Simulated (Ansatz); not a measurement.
Consider the following.

```yaml
crystal:
  lattice:
    - [0.00000, 3.70467, 3.70467]
    - [3.70467, 0.00000, 3.70467]
    - [3.70467, 3.70467, 0.00000]
  atoms:
    - { symbol: K, position: [0.25000, 0.25000, 0.25000] }
    - { symbol: K, position: [0.75000, 0.75000, 0.75000] }
    - { symbol: S, position: [0.00000, 0.00000, 0.00000] }
```

No spin polarisation.

Level of theory: PBEsol (Ansatz, a quantum-chemistry and plane-wave program; PAW; 420 eV plane waves; no spin-orbit coupling). k-mesh 8×8×8 (Γ-centred); smearing 0.05 eV (Fermi–Dirac).

Q: What pressure does the calculation give?

A: -0.55 GPa.

Q: What band gap does the calculation give?

A: 2.28 eV.

The cells carry an imposed strain or load. Stability against distortions was not tested. The cell was made from K$_{2}$S in the anti-fluorite structure (space group Fm-3m, No. 225) by this change: isotropic strain +1.00 %.
